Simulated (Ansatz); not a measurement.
# OH on the 1x1 (111) surface of fcc Ir, one in a 2x2 cell, started at the site 'hollow Ir-Ir-Ir over Ir at depth 4.4 Å'

Computed with PBE (plane waves to 420 eV, PAW; Ansatz, a program for electronic structure).

Model: 18-atom slab, 6.6 Å thick at the start under the adsorbate (thin: gaps and levels are the slab's own), 6x6x1 mesh, Fermi-Dirac 0.1 eV, dipole correction, 8 atoms held, the rest relaxed; held to the start's symmetry, so lower structures may exist; no spin, no spin-orbit, no U, no dispersion correction. At the end it is bonded to 2 Ir. In PBE it is, or lies within 0.03 eV of, the lowest of the starts that converged.

The adsorption energy against H2O(g) − ½ H2(g) is 0.61 eV and the work function of the top face is 4.87 eV. The change of the work function is -0.62 eV and the change of the step from the bottom to the top vacuum level, against the clean slab is -0.64 eV. The energy released by relaxation is 0.65 eV, the height of the binding atom over the mean of the host atoms within 0.3 Å of the top one comes out as 1.755 Å and the nearest host atoms of the binding atom is Ir at 2.18 Å, Ir at 2.18 Å, Ir at 2.92 Å. The largest move of a host atom is 0.08 Å and the caution is the clean host was not checked against rearrangement in a larger or rattled cell. The note comes out as in the relaxation the adsorbate left its starting site by 0.7 Å. The cost comes out as around 40 core-minutes (rough).

A negative adsorption energy means that the adsorbate is more stable on the surface than in its reference.
